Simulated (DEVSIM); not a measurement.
System: n-channel Ge fully depleted SOI MOSFET with HfO2, at 400 K.

```yaml
gate_length: 100 nm
source_drain_length: 80 nm
dielectric_thickness: 12.9 nm
lateral_straggle: 3.3 nm
underlap: 0 nm
body_thickness: 25.8 nm
buried_oxide: 15 nm
gate_work_function: 4.34 eV
source_and_drain_doping: 8.3e19 cm⁻³, Gaussian tails under the gate
body_doping: 1e16 cm⁻³
lifetime: 6e-8 s
supply: 1 V
back_work_function: 4.83 eV
```

All mobilities are scaled by 1; velocity saturation, μ/(1 + (μE/vsat)^b)^(1/b) with b = 2 for electrons and 1 for holes and E the electric field along each mesh edge, is on. Mobility is μmin + (μ − μmin)/(1 + (N/Nref)^α).

This is a model device: material constants are rounded textbook-type values typed into the input, and sizes, dopings and lifetimes were drawn at random. Values at 300 K; Nc and Nv go as T^1.5, mobilities as T to minus their exponent, the gap by Varshni's rule with the affinity fixed.

Ge: gap (eV) 0.664, affinity (eV) 4, permittivity 16, Nc (cm⁻³) 1.04e19, Nv (cm⁻³) 6e18, μn (cm²/Vs) 3900, μp (cm²/Vs) 1900, μn,min 150, μp,min 100, Nref,n 2.6e17, Nref,p 4e17, αn 0.56, αp 0.6, T exponent of μn 1.66, T exponent of μp 2.33, vsat,n (cm/s) 6.5e6, vsat,p (cm/s) 6e6, Varshni α (eV/K) 0.000477, Varshni β (K) 235. HfO2: gap (eV) 5.7, affinity (eV) 2.5, permittivity 22. SiO2: gap (eV) 9, affinity (eV) 0.9, permittivity 3.9.

Model (solved in DEVSIM): 2D drift-diffusion, Boltzmann statistics, complete ionisation; no quantum confinement, tunnelling, impact ionisation, self-heating, contact resistance or fringe fields beside the gate. Metal contacts follow the ideal Schottky-Mott rule: no Fermi-level pinning, no interface dipoles.

Transfer curves, |Id| in μA/μm:

```
Vg (V)  Vd = 0.05 V  Vd = 1 V
------  -----------  --------
-0.3       0.001336  0.007577
-0.25      0.001846   0.01185
-0.2       0.002919   0.02110
-0.15      0.005359   0.04200
-0.1        0.01122   0.09013
-0.05       0.02582    0.2021
0           0.06291    0.4642
0.05         0.1582     1.076
0.1          0.4028     2.478
0.15          1.021     5.530
0.2           2.510     11.46
0.25          5.782     21.66
0.3           12.00     37.23
0.35          21.94     58.13
0.4           35.48     83.55
0.45          51.92     112.6
0.5           70.46     144.6
0.55          90.46     178.8
0.6           111.5     214.8
0.65          133.1     252.2
0.7           155.3     290.8
0.75          177.7     330.3
0.8           200.3     370.6
0.85          223.0     411.6
0.9           245.7     453.2
0.95          268.3     495.2
1             290.9     537.7
```

Problem. Work out the subthreshold swing at low drain bias from the rows at 0.05 and 0.1 V, and compare it with the thermal limit.

Solution. log10(0.4028/0.1582) = 0.406 over 50.0 mV, so S = 123 mV/decade. The limit kT/q ln 10 is 79.4 mV/decade; the ratio is 1.55. This is the steepest step of the table.

Problem. Give the natural length λ = √(ε_body t_body t_ox / (ε_ox)) and the gate length in units of it.

Solution. λ = 15.6 nm and L/λ = 6.4. The formula is that for thin layers, and L is the gate's length, not the shorter one between the doping tails.

Source and drain are degenerate, where Boltzmann statistics are only rough. The electric field that drives the saturation includes the junctions' built-in field, which lowers the mobility there even at small currents: subthreshold currents come out too low, a known weakness of this choice.
